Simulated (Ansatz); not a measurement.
## Silicon tubes

Levels: PBE (plane waves to 420 eV, PAW; Ansatz, a quantum-chemistry and plane-wave program). A gap of 0.00 marks a metal. Each body is periodic along its axis alone, with about 11 Å of vacuum beside it. Hypothetical models, rolled from the flat sheet. Each keeps the symmetry and period of its start, and lower forms weren't sought.

```json
[
 {"body": "(1) (6,0)", "diameter (Å)": "7.42", "energy over the flat sheet (meV/atom)": "+67", "PBE gap (eV)": "0.00", "stiffness (nN)": "120"},
 {"body": "(2) (5,5)", "diameter (Å)": "10.70", "energy over the flat sheet (meV/atom)": "+37", "PBE gap (eV)": "0.49", "stiffness (nN)": "200"},
 {"body": "(3) (10,0)", "diameter (Å)": "12.32", "energy over the flat sheet (meV/atom)": "+29", "PBE gap (eV)": "0.18", "stiffness (nN)": "220"},
 {"body": "(4) (7,7)", "diameter (Å)": "14.95", "energy over the flat sheet (meV/atom)": "+20", "PBE gap (eV)": "0.32", "stiffness (nN)": "280"},
 {"body": "(5) (9,9)", "diameter (Å)": "19.22", "energy over the flat sheet (meV/atom)": "(withheld)", "PBE gap (eV)": "(withheld)", "stiffness (nN)": "(withheld)"},
 {"body": "(6) (11,11)", "diameter (Å)": "23.48", "energy over the flat sheet (meV/atom)": "+8", "PBE gap (eV)": "0.19", "stiffness (nN)": "450"}
]
```

Problem. Complete the blanks.

Solution. 
- (5) (9,9), energy over the flat sheet (meV/atom): +12
- (5) (9,9), PBE gap (eV): 0.24
- (5) (9,9), stiffness (nN): 360
